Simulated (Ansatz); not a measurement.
YScO3 (P6₃/mmc, No. 194, 10 atoms in the cell; start mp-768479), treated with r²SCAN+SOC in Ansatz (PAW).

Run with plane-wave cutoff 560 eV, 12×12×4 k mesh (along the axes of the cell as run), Fermi–Dirac smearing 0.01 eV, PAW data made under PBE.

Cell (relaxed with PBEsol):

```cif
data_O6Sc2Y2
_chemical_formula_sum 'Y2 Sc2 O6'
_space_group_name_H-M_alt 'P 1'
_space_group_IT_number 1
_cell_length_a 3.54734
_cell_length_b 3.54734
_cell_length_c 12.18800
_cell_angle_alpha 90.000
_cell_angle_beta 90.000
_cell_angle_gamma 120.000
loop_
_space_group_symop_operation_xyz
  'x, y, z'
loop_
_atom_site_label
_atom_site_type_symbol
_atom_site_fract_x
_atom_site_fract_y
_atom_site_fract_z
_atom_site_occupancy
Y1 Y 0.00000 0.00000 0.50000 1
Y2 Y 0.00000 0.00000 0.00000 1
Sc1 Sc 0.66667 0.33333 0.75000 1
Sc2 Sc 0.33333 0.66667 0.25000 1
O1 O 0.66667 0.33333 0.58213 1
O2 O 0.33333 0.66667 0.41787 1
O3 O 0.33333 0.66667 0.08213 1
O4 O 0.66667 0.33333 0.91787 1
O5 O 0.00000 0.00000 0.75000 1
O6 O 0.00000 0.00000 0.25000 1
```

Q: Give the computed band gap and direct gap at Γ.

A: 
- band gap = 3.74 eV (on the SCF k mesh)
- direct gap at Γ = 4.65 eV

Note: cell and atoms aren't relaxed at this level (largest force component 0.07 eV/Å, pressure 2.8 GPa).

The computed numbers hold no vibrational or temperature effects.

A start named mp-… is a Materials Project structure, which need not be a measured phase.

Ansatz is a quantum-chemistry and plane-wave program.
